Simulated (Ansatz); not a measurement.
A computed series for Ga2O3: pressure series

The reference is Ga$_{2}$O$_{3}$ in the corundum structure (space group R-3c, No. 167; a = 5.058 Å, c = 13.623 Å (hexagonal axes)).

Cell and atoms are relaxed at each pressure.

All numbers come from PBE/PAW in Ansatz (a quantum-chemistry and plane-wave program), no spin-orbit coupling.

Candidates:
(a) pressure 30 GPa
(b) pressure 0.9 GPa
(c) pressure 2.1 GPa

Before the change:

```
Item        Value
--------  -------
Band gap  2.40 eV
```

**Question.** Order them by band gap, lowest first.

**Answer.** (b) pressure 0.9 GPa (2.45 eV), (c) pressure 2.1 GPa (2.51 eV), (a) pressure 30 GPa (3.63 eV)

Load acts through the strain it causes; cell and atoms are relaxed under it. Whether these cells are dynamically stable was not tested. No other phases were tried under pressure.
